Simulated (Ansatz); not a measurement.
Short convergence ladders for AgAu₃ (I4mm, 4 atoms in the cell)

```yaml
crystal:
  lattice:
    - [-2.04632, 2.04632, 4.14193]
    - [2.04632, -2.04632, 4.14193]
    - [2.04632, 2.04632, -4.14193]
  atoms:
    - { symbol: Ag, position: [0.00604, 0.00604, 0.00000] }
    - { symbol: Au, position: [0.75000, 0.25000, 0.50000] }
    - { symbol: Au, position: [0.25000, 0.75000, 0.50000] }
    - { symbol: Au, position: [0.50000, 0.50000, 0.00000] }
```

Base method: PBEsol, default PAW files made with PBE (plane waves; Ansatz, a first-principles code).

Base settings: basis.ecutwfc = 420 eV; kpoints.mp_grid.grid = 11 11 11; hamiltonian.xc = pbesol; hamiltonian.pseudopotentials = {kind: paw} (the program's default PAW files); scf.occupations.method = fermi_dirac; scf.occupations.width = 0.1 eV.

The count of work is k-points × plane waves × bands × iterations; it is no time. Core times come from one kind of shared machine, to one figure; runs under 30 s give none.

**Shifted k-point meshes**

In this ladder: kpoints.mp_grid.shift = 0.5 0.5 0.5.

Only quantities that move along the ladder and can be compared are tabulated.

```csv
kpoints.mp_grid.grid,free energy less the last step's (meV/atom),pressure (GPa),largest difference of a force vector from the last step's (eV/Å),count of work / last
2 2 2,140.09,-3.30,0.060,0.0036
4 4 4,13.82,-4.17,0.009,0.013
6 6 6,5.42,-3.82,0.004,0.034
8 8 8,1.85,-3.69,0.001,0.068
10 10 10,0.24,-3.79,0.001,0.12
22 22 22,0.00,-3.83,0.000,1.0
```

Coarsest kpoints.mp_grid.grid that holds the forces within 0.02 eV/Å of the last step, with all finer ones: 4 4 4, at 0.013 of the last step's count of work; the step before is off by 0.060 eV/Å.

Coarsest kpoints.mp_grid.grid that holds the free energy within 2 meV/atom of the last step, with all finer ones: 8 8 8, at 0.068 of the last step's count of work; the step before is off by 5.4 meV/atom.

Coarsest kpoints.mp_grid.grid that holds the pressure within 0.2 GPa of the last step, with all finer ones: 6 6 6, at 0.034 of the last step's count of work; the step before is off by 0.34 GPa.

**The k-point mesh at a smearing width of 0.05 eV**

In this ladder: scf.occupations.width = 0.05 eV.

The second cell is the first with its lattice scaled by 0.98.

Only quantities that move along the ladder and can be compared are tabulated.

| kpoints.mp_grid.grid | free energy less the last step's (meV/atom) | energy of the compressed cell less the first (meV/atom) | pressure (GPa) | largest difference of a force vector from the last step's (eV/Å) | count of work / last | core time / last (rough) |
|---|---|---|---|---|---|---|
| 4 4 4 | -20.56 | 3.60 | -4.16 | 0.015 | 0.016 | – |
| 5 5 5 | 10.08 | 8.65 | -3.24 | 0.020 | 0.022 | – |
| 6 6 6 | -3.51 | 5.65 | -3.78 | 0.004 | 0.036 | – |
| 9 9 9 | -2.04 | 4.81 | -3.92 | 0.002 | 0.090 | – |
| 12 12 12 | 1.03 | 4.97 | -3.85 | 0.001 | 0.20 | 0.2 |
| 15 15 15 | -0.12 | 5.29 | -3.82 | 0.001 | 0.35 | 0.3 |
| 22 22 22 | 0.00 | 5.04 | -3.85 | 0.000 | 1.0 | 1 |

Coarsest kpoints.mp_grid.grid that holds the energy of the compressed cell less the first within 0.5 meV/atom of the last step, with all finer ones: 9 9 9, at 0.090 of the last step's count of work; the step before is off by 0.61 meV/atom.

Coarsest kpoints.mp_grid.grid that holds the forces within 0.01 eV/Å of the last step, with all finer ones: 6 6 6, at 0.036 of the last step's count of work; the step before is off by 0.020 eV/Å.

Coarsest kpoints.mp_grid.grid that holds the free energy within 0.5 meV/atom of the last step, with all finer ones: 15 15 15, at 0.35 of the last step's count of work and about 0.3 of the last step's time; the step before is off by 1.0 meV/atom.

The energy difference between the two cells stays within 1 meV/atom of the last step's from 6 6 6 on, the total only from 15 15 15 on: much of the error is common to both cells and cancels.

**The mesh under tetrahedron occupations**

In this ladder: scf.occupations.method = tetrahedron; scf.occupations.width = default.

Only quantities that move along the ladder and can be compared are tabulated.

```tsv
kpoints.mp_grid.grid	free energy less the last step's (meV/atom)	pressure (GPa)	largest difference of a force vector from the last step's (eV/Å)	count of work / last	core time / last (rough)
5 5 5	4.21	-3.70	0.021	0.025	–
6 6 6	2.13	-3.80	0.004	0.041	–
7 7 7	-1.78	-3.91	0.006	0.055	–
11 11 11	-0.09	-3.88	0.001	0.17	0.2
17 17 17	0.06	-3.87	0.000	0.56	0.6
21 21 21	0.00	-3.88	0.000	1.0	1
```

Coarsest kpoints.mp_grid.grid that holds the pressure within 0.1 GPa of the last step, with all finer ones: 6 6 6, at 0.041 of the last step's count of work; the step before is off by 0.17 GPa.

Coarsest kpoints.mp_grid.grid that holds the free energy within 1 meV/atom of the last step, with all finer ones: 11 11 11, at 0.17 of the last step's count of work and about 0.2 of the last step's time; the step before is off by 1.8 meV/atom.

Coarsest kpoints.mp_grid.grid that holds the forces within 0.01 eV/Å of the last step, with all finer ones: 6 6 6, at 0.041 of the last step's count of work; the step before is off by 0.021 eV/Å.

On the base run: the starting cell comes from a database of computed structures (which also holds hypothetical and non-ambient phases and stackings), without a prior relaxation at this level. Its lattice was rescaled by up to half a per cent. One atom was moved a little off its site on purpose. In the base run, with a pressure of about -4 GPa the cell is away from its equilibrium volume at this level. Ansatz's pressure includes its estimate of the finite-basis (Pulay) stress.

Keys are those of Ansatz 0.2.
